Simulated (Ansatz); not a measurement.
The starting structures come from a database of crystals and need not be the phases stable at ambient conditions.

By PBEsol, the system below comes out a metal.

Consider the following.

```
CELL_PARAMETERS angstrom
      6.76990     0.00000     0.00000
      0.00000     6.76990     0.00000
      0.00000     0.00000     6.76990
ATOMIC_POSITIONS crystal
  Bi 0.62922 0.62922 0.37078
  Bi 0.37078 0.37078 0.62922
  Bi 0.87078 0.37078 0.87078
  Bi 0.12922 0.62922 0.12922
  Bi 0.12922 0.87078 0.62922
  Bi 0.87078 0.12922 0.37078
  Bi 0.37078 0.12922 0.12922
  Bi 0.62922 0.87078 0.87078
  Pt 0.00000 0.00000 0.00000
  Pt 0.50000 0.00000 0.50000
  Pt 0.50000 0.50000 0.00000
  Pt 0.00000 0.50000 0.50000
```

Space group of this cell: Pa-3. The cell is taken as given; by PBEsol its mean pressure is -1.9 GPa.

The current flows along the normal of the first two printed cell vectors, the (001) plane of the conventional cell. No spin-orbit coupling; the value is a mean over 0.1 eV about the Fermi level.

### Question
Predict the ballistic conductance per area from PBEsol (Ansatz, an electronic-structure program).

### Answer
0.29 × 10¹⁵ S/m² for both spins.
